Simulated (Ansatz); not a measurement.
Reference: CdTe (F-43m), r2SCAN with spin-orbit coupling, rigid bands (plane waves, PAW; Ansatz, a program for electronic structure); axes and stresses refer to this cell.

```xyz
2
Lattice="0.0000 3.2446 3.2446 3.2446 0.0000 3.2446 3.2446 3.2446 0.0000" Properties=species:S:1:pos:R:3 pbc="T T T"
Cd     0.0000     0.0000     0.0000
Te     1.6223     1.6223     1.6223
```

band gap: 1.01 eV
Seebeck coefficient, n-type 1e19 cm⁻³: -64 μV/K
hole conductivity mass: 0.54 mₑ

Question: After one change the values are band gap 0.74 eV; Seebeck coefficient, n-type 1e19 cm⁻³ -60 μV/K; hole conductivity mass 0.28 mₑ. Name the change that produced these shifts.
(A) uniaxial stress along [111] of -0.5 GPa (compression positive)
(B) uniaxial stress along [001] of -1.5 GPa (compression positive)
(C) uniaxial stress along [110] of 1.5 GPa (compression positive)
(D) uniaxial stress along [001] of -2.5 GPa (compression positive)

Answer: D, uniaxial stress along [001] of -2.5 GPa (compression positive)

Masses are for dilute carriers at 300 K, harmonic means over directions unless an axis is named. Seebeck coefficients are for the stated density at 300 K, with one relaxation time for all states and whether or not that doping can be reached. Stresses and pressures are the targets of the relaxation.  The structure type is held under load, also where the real crystal would transform.
